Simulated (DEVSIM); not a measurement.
Structure: abrupt Si p-n junction, at 300 K.

| layer (left to right) | material | thickness (μm) | Nd (cm⁻³) | Na (cm⁻³) | τn (s) | τp (s) |
|---|---|---|---|---|---|---|
| 1 | Si | 2.80 | - | 6.2e16 | 9.2e-6 | 9.2e-6 |
| 2 | Si | 0.860 | 1.9e17 | - | 9.2e-6 | 9.2e-6 |

Left contact: ohmic. Right contact: ohmic. Voltage is applied to the left contact. Recombination: SRH at mid-gap, Auger. Mobility is μmin + (μ − μmin)/(1 + (N/Nref)^α).

Constants are typed, rounded textbook-type inputs, not results; the design itself was drawn at random and stands for no fabricated device. Values at 300 K.

```tsv
parameter	Si
gap (eV)	1.124
affinity (eV)	4.05
permittivity	11.7
Nc (cm⁻³)	2.86e19
Nv (cm⁻³)	3.1e19
μn (cm²/Vs)	1417
μp (cm²/Vs)	470
μn,min	52
μp,min	45
Nref,n	9.7e16
Nref,p	2.2e17
αn	0.68
αp	0.72
Cn (cm⁶/s)	2.8e-31
Cp (cm⁶/s)	9.9e-32
```

DEVSIM, 1D drift-diffusion, Boltzmann statistics, complete ionisation; no tunnelling, impact ionisation, image-force lowering or self-heating.

The thickness of layer 2 was swept, all else fixed.

```tsv
thickness of layer 2 (μm)	dark forward voltage at 1 A/cm² (V)	dark forward voltage at 100 A/cm² (V)
0.17	0.605	0.731
0.3	0.614	0.738
0.52	0.621	0.743
0.86	0.625	0.747
1.5	0.628	0.750
2.6	0.630	0.752
4.3	0.631	0.754
```

From the first row to the last the dark forward voltage at 1 A/cm² goes from 0.605 to 0.631. From the first row to the last the dark forward voltage at 100 A/cm² goes from 0.731 to 0.754.
